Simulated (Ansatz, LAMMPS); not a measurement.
Si well of 9 atomic layers along [001] in random Si0.8Ge0.2, interfaces graded over 8 layers. Cell 16.58 × 16.58 × 49.54 Å, Si548Ge100, 648 atoms. Prepared with Tersoff's 1989 multicomponent potential (SiCGe.tersoff) run with LAMMPS: minimisation. 

Basis: localised support functions (accuracy medium) on a full density matrix. k-points: zone centre alone; occupations: Fermi-Dirac, 0.010 eV; spin polarisation not allowed. Scalar-relativistic, no spin-orbit coupling.

Estimate the gap and bonding that PBE, support functions at accuracy medium on the grid of 370 eV run with Ansatz (a quantum-chemistry and plane-wave program) returns for this input.


- Kohn-Sham gap of the cell on its k-mesh: 0.50 eV
- weight of the highest filled level on the well: 0.22
- weight of the lowest empty level on the well: 0.70
- coordination (neighbours within 2.850 Å): 100.0 % 4-fold
- Ge-Ge bonds, mean ± spread: 2.464 ± 0.006 Å
- Ge-Si bonds, mean ± spread: 2.420 ± 0.007 Å
- Si-Si bonds, mean ± spread: 2.377 ± 0.005 Å
- bond angles, mean ± spread: 109.5° ± 0.9°
- pressure: -0.57 GPa
